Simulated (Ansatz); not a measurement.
Start from MgB$_{2}$ (space group P6/mmm, No. 191; relaxed with 0.1 eV smearing).

```yaml
crystal:
  lattice:
    - [3.07530, 0.00000, 0.00000]
    - [-1.53765, 2.66329, 0.00000]
    - [0.00000, 0.00000, 3.52482]
  atoms:
    - { symbol: Mg, position: [0.00000, 0.00000, 0.00000] }
    - { symbol: B, position: [0.66667, 0.33333, 0.50000] }
    - { symbol: B, position: [0.33333, 0.66667, 0.50000] }
```

Cartesian axes are those of the cell as printed.

Method: Ansatz (a program for electronic structure) PBE, scalar-relativistic without spin-orbit coupling.

Base values:

| Item | Value |
|---|---|
| Shortest interatomic distance | 1.776 Å |

The change: biaxial strain +0.50 %, plane normal [001], relaxed out of plane (Cartesian); in-plane vectors clamped, the third vector and the atoms free.

Task: What happens to the in-plane stress, out-of-plane strain and shortest interatomic distance?

Result: The mean in-plane stress (compression positive) is -2.3 GPa; the out-of-plane strain comes out as -0.13 %; the shortest interatomic distance goes up by 0.0089 Å to 1.784 Å.

No phonon test of stability was made. All final runs are without spin polarisation.
